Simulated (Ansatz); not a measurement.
The parent structure is CrCuO2 (space group R-3m, No. 166; ferromagnetic).

```yaml
crystal:
  lattice:
    - [1.48189, 0.85557, 5.64014]
    - [-1.48189, 0.85557, 5.64014]
    - [0.00000, -1.71114, 5.64014]
  atoms:
    - { symbol: Cu, position: [0.00000, 0.00000, 0.00000] }
    - { symbol: Cr, position: [0.50000, 0.50000, 0.50000] }
    - { symbol: O, position: [0.10812, 0.10812, 0.10812] }
    - { symbol: O, position: [0.89188, 0.89188, 0.89188] }
```

Computed with PBEsol (Ansatz, a quantum-chemistry and plane-wave program), no spin-orbit coupling.

One change was made to it. Results:

The band gap goes from 0.92 eV to zero; the largest site moment rises by 0.53 μB, from 2.38 μB to 2.91 μB; the density goes up by 0.20 g/cm³, from 5.71 g/cm³ to 5.91 g/cm³; the magnetic state stays ferromagnetic.

### Question
Name the change that was made.
A) Cu → Co
B) O → Te
C) O → Se

### Answer
B, O → Te. For comparison, the density in the other runs: Cu → Co gives 5.74 g/cm³; O → Se gives 5.49 g/cm³.

Stability against distortions was not tested. As relaxed here, CrCuTe2 and CrCuSe2 are hypothetical phases, not in the database extracts checked. Starting moments died away, wholly or in part, for Cu → Co; another magnetic solution may exist. No Hubbard U is applied and the magnetic state is the run's own (CrCuO2 ferromagnetic; CrCoO2 ferrimagnetic); small cells can't hold the antiferromagnetic order that many such compounds have, so gaps and moments can be off. Where the two band edges lie in opposite spin channels, the gap is a spin-flip gap. A zero or small gap of CrCuSe2 can be the functional's error rather than a property of the material.
